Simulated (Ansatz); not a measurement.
B2O3 (model structure, started from the beta Ga2O3 type, C2/m, No. 12, 10 atoms in the cell), treated with r²SCAN+rVV10 (PAW; Ansatz, a quantum-chemistry and plane-wave program).

Settings: plane-wave cutoff 560 eV, 14×14×8 k mesh (along the axes of the cell as run), Fermi–Dirac smearing 0.01 eV, scalar-relativistic PAW data made under PBE.

Cell (relaxed at this level):

```xyz
10
Lattice="6.1395 -1.1949 0.3169 6.1395 1.1949 0.3169 -1.1012 0.0000 4.5396" Properties=species:S:1:pos:R:3 pbc="T T T"
B      0.1316     0.0000     3.6357
B     11.0463     0.0000     1.5378
B      7.2405     0.0000     1.7776
B      3.9373     0.0000     3.3959
O      1.6473     0.0000     0.5126
O      9.5305     0.0000     4.6609
O      1.1542     0.0000     2.5753
O     10.0237     0.0000     2.5982
O      5.7376     0.0000     1.4223
O      5.4402     0.0000     3.7512
```

Q: What does this level give for the band gap and Γ–Γ gap?

A: 
band gap: 6.81 eV (on the SCF k mesh)
Γ–Γ gap: 7.68 eV

Note: the relaxation could raise the start's symmetry but not lower it, so the cell can be a saddle point.

Computed values are for the static lattice.

Computing time: very roughly 40 core-minutes.

A model structure was made by putting elements into a prototype or built by hand; it is no filed structure, need not be a known phase, and can be a saddle point held by its symmetry.
